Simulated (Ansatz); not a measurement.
Start from WS₂ in the 2H-MoS2 type structure (space group P6_3/mmc, No. 194; a = 3.115 Å, c = 11.773 Å; layered, stacked along the Cartesian z axis).

One thing is altered: cell and atoms relaxed at a pressure of 1.8 GPa.

Levels (all Ansatz, a quantum-chemistry and plane-wave program, PAW): PBEsol-D3(BJ) (420 eV, no spin-orbit coupling); r2SCAN (500 eV, scalar-relativistic without spin-orbit coupling); HSE06 (420 eV, without spin-orbit coupling).

One geometry, relaxed with PBEsol-D3(BJ), under each level:

| level | band gap | lowest conduction level above the VBM at special points |
|---|---|---|
| PBEsol-D3(BJ) | 0.55 eV | K 1.26 eV; H 1.26 eV; Γ 2.13 eV; A 2.15 eV |
| r2SCAN | 0.71 eV | K 1.37 eV; H 1.37 eV; Γ 2.23 eV; A 2.29 eV |
| HSE06 | 1.08 eV | K 1.74 eV; H 1.74 eV; Γ 2.73 eV |

Single points use the geometry relaxed with PBEsol-D3(BJ). Their cutoffs differ, which shifts pressures a little. HSE06 was sampled on its mesh, a few special points and the semilocal edge points, so its gap is an upper bound. With W present, leaving out spin-orbit coupling can change the band edges. Load acts through the strain it causes; cell and atoms are relaxed under it. No phonon test of stability was made.
